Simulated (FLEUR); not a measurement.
A self-consistent single point of Mo₂N (I4_1/amd, 6 atoms in the cell) with FLEUR.

Computed with PBEsol, all-electron FLAPW (FLEUR), scalar-relativistic valence run with FLEUR.

```yaml
crystal:
  lattice:
    - [-2.14864, 2.14864, 4.01405]
    - [2.14864, -2.14864, 4.01405]
    - [2.14864, 2.14864, -4.01405]
  atoms:
    - { symbol: Mo, position: [0.98696, 0.48696, 0.50000] }
    - { symbol: Mo, position: [0.23696, 0.23696, 0.00000] }
    - { symbol: Mo, position: [0.76304, 0.76304, 0.00000] }
    - { symbol: Mo, position: [0.51304, 0.01304, 0.50000] }
    - { symbol: N, position: [0.25000, 0.75000, 0.50000] }
    - { symbol: N, position: [0.50000, 0.50000, 0.00000] }
```

Reference input (self-consistent single point, DFT, LDA (Vosko-Wilk-Nusair), all-electron FLAPW (FLEUR), scalar-relativistic valence): Kmax = 4.6 1/bohr; GmaxXC = 18.4 1/bohr; xcFunctional = vwn; jspins = 1; l_soc = F; mode = hist; fermiSmearingEnergy = 0.00367493 Htr; mesh (inpgen div1-3) = 7 7 7; inpgen gamma flag = false; Gmax = 18.4 1/bohr; numbands = 0; maxIterBroyd = 15. This run's input differs from it in these lines:

```diff
@@ -18,3 +18,3 @@
 &comp jspins=1 /
-&exco xctyp='vwn' /
+&exco xctyp='PBEs' /
 &kpt div1=7 div2=7 div3=7 /
@@ -31,3 +31,3 @@
       <coreElectrons ctail="T" frcor="F" kcrel="0" coretail_lmax="0"/>
-      <xcFunctional name="vwn" relativisticCorrections="F"/>
+      <xcFunctional name="PBEs" relativisticCorrections="F"/>
       <magnetism jspins="1"/>
```

Output, abridged:

```
 Iteration:     1   Distance:      27.57026919 me/bohr^3
 Iteration:     2   Distance:      23.14096091 me/bohr^3
 Iteration:     3   Distance:       9.04844361 me/bohr^3
 Iteration:     4   Distance:      11.72971056 me/bohr^3
 Iteration:     5   Distance:       3.23988807 me/bohr^3
   [... 8 lines left out ...]
 Iteration:    14   Distance:       0.00021293 me/bohr^3
 Iteration:    15   Distance:       0.00002737 me/bohr^3
 Iteration:    16   Distance:       0.00002540 me/bohr^3
 Iteration:    17   Distance:       0.00000955 me/bohr^3
 Reset of history
 Run finished successfully
 Stop message:
   Structural relaxation: new displacements generated

[file out, last iteration]
             iter=     18
[...]
          total density-effective poten   -2.6531108048E+04
          total charge density-energy d   -5.0022297322E+02
 Updated energy parameters for spin:           1
[...]
 fermi energy and band-weighting factors:
    1.011597    1.050555    1.087375

[...]
FERMIE:
          first approx. to ef    (T=0)  :   0.616624 htr   (energy of the highest occ. eigenvalue)
          number of occ. states  (T=0)  :       1322
          first approx. to seigv (T=0)  : -15.801287 htr
          sum of weights of occ. states :  33.000000
          sum of semicore charge        :   0.000000 e
FERHIS:  Fermi-Energy by histogram:
          bandgap                     :   0.000118 htr
   [... lines left out ...]
          charge neutrality (T=0)     :   0.000000    (zero if the highest occ. eigenvalue is "entirely" occupied)
     EF_NEWTON:  Adjust Fermi-Energy by Newton-Method.
 Direct bandgap for spin            1 :    3.2637269246489353E-003  Htr
 ---->    free energy=                    -16298.9470142109 htr
   [... lines left out ...]
      extrapolation for T->0
 ---->    total electron energy=          -16298.9444207444 htr
 ***** TOTAL FORCES ON ATOMS *****
 TOTAL FORCE FOR ATOM TYPE=  1  X=  2.030   Y=  0.000   Z=  1.699
                       FX_TOT= 0.000000 FY_TOT= 0.000000 FZ_TOT= 0.006950
 TOTAL FORCE FOR ATOM TYPE=  2  X= -2.030   Y=  4.060   Z= -1.896
                       FX_TOT= 0.000000 FY_TOT= 0.000000 FZ_TOT= 0.000000
```

The run converged in 17 iterations. FLEUR gives forces in its relaxation mode, with a further iteration, so its stop message speaks of a relaxation. Against the reference run the largest force goes from 0.438 to 0.357 eV/Å.

The starting cell comes from a database of computed structures (which also holds hypothetical and non-ambient phases and stackings), without a prior relaxation at this level. Its lattice was rescaled by a random factor within 2.5 % of one. Spin polarisation is off. Values depend on the basis (sphere radii, cutoffs, local orbitals), which need not be converged. The log's line on a gap gives a spacing of levels on this mesh, which the program prints for metals too.

Cost on one core of a shared machine: roughly 4 min.
